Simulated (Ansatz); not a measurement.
The reference is a 15-atom supercell of BaTiO3 in the cubic perovskite structure (space group Pm-3m, No. 221; a = 3.970 Å) at its relaxed geometry.

Calculations: PBEsol, PAW, 420 eV (Ansatz, an electronic-structure program; no SOC), earlier PAW set.

For the base:

```
Property    Value
--------  -------
Pressure  0.0 GPa
```

It is then changed as follows: one Ti atom is added in an open site, starting 1.72 Å from the nearest host atom, atoms relaxed at fixed cell, starting from a slightly rattled geometry.

Problem. Predict the new pressure and largest displacement of a host atom from its site in the perfect cell.

Solution. The pressure goes from zero to 14.5 GPa; the largest displacement of a host atom from its site in the perfect cell comes out as 0.46 Å.

Other magnetic orders, which the real material may have, were not ruled out. The cell is small, so the values are those of an ordered compound at a high defect concentration; dilute-limit values will differ. A case with no gap was solved on a k-mesh chosen for an insulator, which is coarse for it. No Hubbard U is applied, and correlation can decide whether such a compound is a metal. Spin-polarised in the final run: Ti interstitial (started 1.72 Å from the nearest host atom); the other runs are not. Many cubic perovskites are stable only at high temperature; tilts and polar distortions were not tested. The defect cell is spin-polarised and ends with 1.2 μB, a fractional moment that hangs on the mesh and smearing. This is not the structure that BaTiO3 has at room temperature and ambient pressure.
